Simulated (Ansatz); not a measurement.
The starting structures come from a database of crystals and need not be the phases stable at ambient conditions.

The decay constant κ of evanescent states in the gap governs leakage through a thin film.

Given:

```
CsCu2I3
1.0
    6.08359     0.00000     0.00000
    0.00000     8.68276     0.00000
    0.00000     2.33700     8.36234
Cs Cu I
2 4 6
Direct
  0.75000   0.32776   0.32776
  0.25000   0.67224   0.67224
  0.50000   0.86249   0.13751
  0.50000   0.13751   0.86249
  0.00000   0.13751   0.86249
  0.00000   0.86249   0.13751
  0.75000   0.87950   0.87950
  0.25000   0.12050   0.12050
  0.25000   0.16083   0.60809
  0.75000   0.83917   0.39191
  0.75000   0.39191   0.83917
  0.25000   0.60809   0.16083
```

Space group of this cell: Cmcm. The cell is taken as given; by r2SCAN its mean pressure is -0.6 GPa.

Transport runs along the normal of the first two printed cell vectors.

The gap is the functional's own, uncorrected, and κ follows it; spin-orbit coupling is left out. Mid-gap values are interpolated between the computed energies.

### Question
Compute, with r2SCAN (Ansatz, a first-principles code), the band gap and the smallest decay constant κ at mid-gap.

### Answer
Gap 2.38 eV on a 6×4×4 mesh; κ = 0.225 1/Å, at the zone centre.
